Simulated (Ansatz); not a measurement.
System: BiFeO₃ (model structure, Cc, No. 9, 10 atoms in the cell). Method: PBEsol in Ansatz (plane waves, PAW).

Settings: plane-wave cutoff 520 eV, 8×8×8 k mesh, Fermi–Dirac smearing 0.01 eV, spin-polarised with opposed moments, scalar-relativistic PAW data made under PBE.

Cell (relaxed at this level):

```
CELL_PARAMETERS angstrom
      5.29295     0.00000     0.00000
      0.00000     5.28215     0.13313
     -2.64648    -2.52119     4.63129
ATOMIC_POSITIONS crystal
  Bi 0.02850 0.05445 0.50778
  Fe 0.73347 0.22498 0.93524
  O  0.96829 0.39181 0.32991
  O  0.41111 0.91361 0.82052
  O  0.89712 0.90766 0.80156
  Bi 0.47929 0.55445 0.50778
  Fe 0.20176 0.72498 0.93524
  O  0.36162 0.89181 0.32991
  O  0.90444 0.40766 0.80156
  O  0.40941 0.41361 0.82052
```
Starting moments (μB, in the order of the record's atoms Bi Fe O O O Bi Fe O O O): 0.0 4.2 0.0 0.0 0.0 0.0 -4.2 0.0 0.0 0.0.

Problem. What does this level give for the band gap and Γ–Γ gap?

Solution. 
band gap: 0.63 eV (on the SCF k mesh)
Γ–Γ gap: 0.92 eV

Note: the magnetic order was assumed, not searched for or taken from measurement; the relaxation could raise the start's symmetry but not lower it, so the cell can be a saddle point; without U or exact exchange, gaps and moments of open d shells tend to come out too small.

Spin–orbit coupling is not included; with these elements it can move the gap by several tenths of an eV or more.

Computed values are for the static lattice.

A model structure was made by putting elements into a prototype or built by hand; it is no filed structure, need not be a known phase, and can be a saddle point held by its symmetry.

Ansatz is a program for electronic structure.
